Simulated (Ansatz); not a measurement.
A computed series for hypothetical diamond Nb: pressure series

The reference is Nb in the diamond structure (space group Fd-3m, No. 227; a = 5.905 Å; a hypothetical phase, not in the database extracts checked).

Cell and atoms are relaxed at each pressure.

Calculations: PBE, PAW, 420 eV (Ansatz, a first-principles code; without spin-orbit coupling).

Notes on the quantities. enthalpy: H = E + PV relative to the base's energy.

| change | lattice parameter a | enthalpy |
|---|---|---|
| base | 5.905 Å | – |
| pressure −2 GPa | 5.970 Å | -0.33 eV/atom |
| pressure −1 GPa | 5.936 Å | -0.16 eV/atom |
| pressure 0.3 GPa | 5.897 Å | +0.05 eV/atom |
| pressure 0.7 GPa | 5.885 Å | +0.11 eV/atom |
| pressure 1.5 GPa | 5.863 Å | +0.24 eV/atom |
| pressure 3 GPa | 5.826 Å | +0.47 eV/atom |
| pressure 5 GPa | ? | +0.78 eV/atom |
| pressure 7.5 GPa | 5.728 Å | +1.15 eV/atom |
| pressure 10 GPa | ? | +1.51 eV/atom |

### Question
Fill in the withheld entries from the trend.

### Answer

- pressure 5 GPa, lattice parameter a: 5.780 Å
- pressure 10 GPa, lattice parameter a: 5.681 Å

Load acts through the strain it causes; cell and atoms are relaxed under it. Whether these cells are dynamically stable was not tested. Competing high-pressure phases were not computed. All final runs are without spin polarisation. Nb has a high density of states at the Fermi level and may be magnetic at this level.
